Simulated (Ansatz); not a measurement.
Base system: InSb in the zinc blende structure (space group F-43m, No. 216; a = 6.519 Å). Axes: x, y, z lie along the cube axes.

Calculations: DFT with PBEsol, PAW potentials and a 420 eV plane-wave cutoff in Ansatz (a program for electronic structure), without spin-orbit coupling.

Strains are applied to the cell and any free atomic positions relax.

One change was made to it. Results:

The energy increases by 4.0 meV/atom; the pressure (mean of the normal stresses, compression positive) goes from zero to -1.0 GPa.

Task: What was done to the base?
A) uniaxial strain ε_zz = +2.50 %
B) uniaxial strain ε_zz = −1.00 %
C) uniaxial strain ε_zz = +1.50 %
D) uniaxial strain ε_zz = +3.00 %

Result: A, uniaxial strain ε_zz = +2.50 %. For comparison, the energy relative to the base in the other runs: uniaxial strain ε_zz = −1.00 % gives +0.7 meV/atom; uniaxial strain ε_zz = +3.00 % gives +5.8 meV/atom; uniaxial strain ε_zz = +1.50 % gives +1.5 meV/atom.

Whether these cells are dynamically stable was not tested. All final runs are without spin polarisation. Gaps under 0.05 eV, about the width of the smearing, are given as zero.
